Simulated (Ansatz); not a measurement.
The reference is MoS$_{2}$ (space group P6_3/mmc, No. 194; a = 3.109 Å, c = 11.709 Å; layered, stacked along the Cartesian z axis). Axes: x lies along a and z along c of the hexagonal cell.

Calculations: Kohn–Sham DFT with the PBEsol-D3(BJ) functional, run in Ansatz (a program for electronic structure) with PAW and 420 eV plane waves, no spin-orbit coupling.

It is then changed as follows: an isotropic linear strain of −2.40 %; the atoms relax in the strained cell.

Q: Predict the stress tensor and what it implies for the stiffness.

A: Stress of the strained cell less that of the base (GPa, compression positive):
```
   9.17    0.00    0.00
   0.00    9.17    0.00
   0.00    0.00    4.45
```

Then B = −ΔP/(ΔV/V₀) with ΔV/V₀ = -0.0703 gives secant stiffness values (nonlinear terms included at this strain): B (at held cell shape, above the free-shape value) ≈ 108 GPa.

As a check, the harmonic strain energy −½ V₀ Δσ:ε is 28 meV/atom; the computed energy rise is 25 meV/atom.

No phonon test of stability was made.
